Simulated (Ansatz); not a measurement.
```xyz
2
Lattice="0.0000 3.3044 3.3044 3.3044 0.0000 3.3044 3.3044 3.3044 0.0000" Properties=species:S:1:pos:R:3 pbc="T T T"
K      0.0000     0.0000     0.0000
Br     3.3044     3.3044     3.3044
```

Q: List the harmonic phonon frequencies (cm⁻¹; finite displacements on a 6×6×6 mesh, r2SCAN density-functional theory in Ansatz (plane waves, PAW), k mesh 6×6×6) at q = (0.000, 0.333, -0.500), (0.167, 0.333, -0.333), (0.167, -0.500, -0.333), in fractions of this cell's reciprocal vectors. At Γ leave out the LO-TO shift.

A: 
- (0.000, 0.333, -0.500): 48, 57, 76, 116, 119, 126
- (0.167, 0.333, -0.333): 63, 64, 80, 108, 119, 127
- (0.167, -0.500, -0.333): 53, 67, 68, 114, 121, 125

The PAW data sets were generated under PBE and serve the other functionals too.

Ansatz is an electronic-structure program.
